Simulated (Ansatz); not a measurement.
Consider the reaction energy. Reaction: SiH4 (gas) + O2 (gas) → Si (diamond) + 2 H2O (gas). The sign is products less reactants.

Si (diamond, Fd-3m), 2 atoms in the cell, k-point mesh 10×10×10 on the run's own vectors. Conventional cell: a = 5.470 Å, b = 5.470 Å, c = 5.470 Å, α = 90.00°, β = 90.00°, γ = 90.00°.

An isolated H2O molecule (singlet) in a box of 11 × 13 × 13 Å.

An isolated SiH4 molecule (singlet) in a box of 13 × 13 × 14 Å.

An isolated O2 molecule (triplet) in a box of 11 × 11 × 13 Å.

All numbers come from Ansatz (an electronic-structure program), plane waves with PAW, its default PAW set, cutoff 420 eV. The structures are at rest with PBE; other levels are single points on them. HSE06 runs on coarser k-point meshes, mended by the PBE difference between the two meshes. Neutral cells; Fermi-Dirac smearing of at most 0.05 eV in the solids, energies taken to zero width. The lattices are those relaxed with PBE, so at other levels the solids can be strained, which adds to the spread. A dispersion term (D3(BJ), or D4 for r2SCAN) was computed beside these levels and is taken off wherever the name lacks it. Nuclei at rest; no vibrational terms. Cells are local rest points, mostly with their start's symmetry.

Q: What is the computed value (PBE)?

A: -5.07 eV, for SiH4 (gas) + O2 (gas) → Si (diamond) + 2 H2O (gas).

Q: How does the value move with the functional?

A: 
```json
[
 {"Level": "HSE06", "value (eV)": "-5.23", "less PBE": "-0.16"}
]
```

The levels span 0.16 eV, from HSE06 (-5.23) to PBE (-5.07).
